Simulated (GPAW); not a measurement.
Worked example: self-consistent single point of Yb (Fm-3m, 1 atom in the cell) in GPAW.

Method: PBE, GPAW PAW datasets PBE (gpaw-data 1.0.1) (plane waves; GPAW 25.7.0).

```xyz
1
Lattice="0.0000 2.7537 2.7537 2.7537 0.0000 2.7537 2.7537 2.7537 0.0000" Properties=species:S:1:pos:R:3 pbc="T T T"
Yb     0.0000     0.0000     0.0000
```

Reference input (self-consistent single point, DFT PBE, plane waves, GPAW PAW datasets PBE (gpaw-data 1.0.1)): mode = pw; ecut = 850 eV; xc = PBE; kpts = 5 5 5; mesh shift (steps) = 0 0 0; occupations.name = fermi-dirac; occupations.width = 0.1 eV; nbands = -7; symmetry.symmorphic = false; symmetry.tolerance = 0.0005; maxiter = 120. This run's input differs from it in these lines:

```diff
@@ -13,4 +13,4 @@
             xc='PBE',
-            kpts=(5, 5, 5),
-            occupations={'name': 'fermi-dirac', 'width': 0.1},
+            kpts=(9, 9, 9),
+            occupations={'name': 'fermi-dirac', 'width': 0.3},
             nbands=-7,
```

Output (repeated stretches shortened):

```
     iter     time        total  log10-change:
                         energy   eigst   dens
iter:   1 --:--:--    -5.346150
iter:   2 --:--:--    -1.437658   -0.56  -0.90
iter:   3 --:--:--    -1.322372   -2.59  -1.79
iter:   4 --:--:--    -1.725736   -1.17  -1.81
iter:   5 --:--:--    -1.112959   -1.57  -1.22
   [... 3 lines left out ...]
iter:   9 --:--:--    -1.193280   -4.07  -2.78
iter:  10 --:--:--    -1.166449   -3.85  -3.27
iter:  11 --:--:--    -1.198322   -3.73  -2.57
iter:  12 --:--:--    -1.197728   -5.41  -3.56
iter:  13 --:--:--    -1.199450c  -5.87  -3.49
iter:  14 --:--:--    -1.197345c  -5.86  -3.35
iter:  15 --:--:--    -1.196843c  -7.09  -4.26c
iter:  16 --:--:--    -1.197275c  -7.54c -4.70c
Converged after 16 iterations.

Dipole moment: (-0.000000, -0.000000, -0.000000) |e|*Ang

Energy contributions relative to reference atoms: (reference = -382585.272641)

Kinetic:        -36.314299
Potential:      +33.484458
External:        +0.000000
XC:              +1.608326
Entropy (-ST):   -0.775411
Local:           +0.411947
SIC:             +0.000000
--------------------------
Free energy:     -1.584981
Extrapolated:    -1.197275

Showing only first 2 kpts
 Kpt  Band  Eigenvalues  Occupancy
  0    10      4.12406    1.95274
  0    11      4.12406    1.95274
  0    12      7.91082    0.00027
  0    13      7.91082    0.00027

  1    10      4.11609    1.95395
  1    11      4.11630    1.95392
  1    12      7.49521    0.00109
  1    13      8.07869    0.00016

Fermi level: 5.24046

No gap
No difference between direct/indirect transitions
Energy (eV): -1.197275

Forces in eV/Ang:
  0 Yb    0.00000    0.00000    0.00000

Stress tensor:
     0.013943     0.000000     0.000000
     0.000000     0.013943    -0.000000
     0.000000    -0.000000     0.013943
Stress (GPa, Voigt): [ 2.2339  2.2339  2.2339 -0.      0.      0.    ]
```

The run converged in 16 iterations. GPAW prints stress with tension positive. Against the reference run the free energy drops by 349 meV/atom and the pressure goes from -2.11 to -2.23 GPa.

The starting cell has typed, rounded lattice constants, without a prior relaxation at this level. Its lattice was rescaled by up to half a per cent. Spin polarisation is off.

Cost on one core of a shared machine: roughly 60 s.
